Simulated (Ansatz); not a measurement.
Here is the system:

```yaml
crystal:
  lattice:
    - [3.71759, 0.00000, 0.00000]
    - [1.85879, 3.21952, 0.00000]
    - [1.85879, -1.07317, 2.91949]
  atoms:
    - { symbol: Mg, position: [0.00000, 0.00000, 0.00000] }
    - { symbol: S, position: [0.00000, 0.50000, 0.50000] }
```

No spin polarisation.

Method: plane-wave PAW DFT at the LDA level (Ansatz, a first-principles code, 420 eV), no spin-orbit coupling. k-mesh 11×11×11 (Γ-centred); smearing 0.05 eV (Fermi–Dirac).

### Question
What is the computed hole mass?

### Answer
0.19 mₑ out of plane, 1.7 mₑ in plane (at Γ).

### Question
Predict the gap character.

### Answer
Indirect, Γ → F.

The cells carry an imposed strain or load. Masses are band curvatures over ±0.01 Å⁻¹ around the edge. Stability against distortions was not tested. The cell was made from MgS in the rock salt structure (space group Fm-3m, No. 225) by this change: biaxial strain +2.50 %, plane normal [111], relaxed out of plane.
